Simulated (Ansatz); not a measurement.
Take GaP in the zinc blende structure (space group F-43m, No. 216; a = 5.451 Å) as the base.

Modification: full substitution P → N, then cell and atoms are relaxed.

Levels (all Ansatz, an electronic-structure program, PAW): r2SCAN (500 eV, no spin-orbit coupling); HSE06+SOC (420 eV, noncollinear with spin-orbit coupling).

The geometry is relaxed with r2SCAN.

- r2SCAN valence-band top at Γ = 0.00, 0.00, 0.00 eV
- r2SCAN lowest conduction level above the VBM at special points = Γ 2.17 eV; X 3.77 eV; L 5.22 eV

With HSE06+SOC at the same geometry, the valence-band top at Γ (three highest Kramers pairs, from the VBM) changes from 0.00, 0.00, 0.00 eV to 0.00, 0.00, -0.02 eV; the lowest conduction level above the VBM at special points becomes Γ 2.99 eV; X 4.45 eV; L 6.11 eV (r2SCAN: Γ 2.17 eV; X 3.77 eV; L 5.22 eV). The threefold valence maximum splits by Δso ≈ 21 meV.

Single points use the geometry relaxed with r2SCAN. Differences between runs with and without spin-orbit coupling are approximate. No phonon test of stability was made. This is not the structure that GaN has at room temperature and ambient pressure.
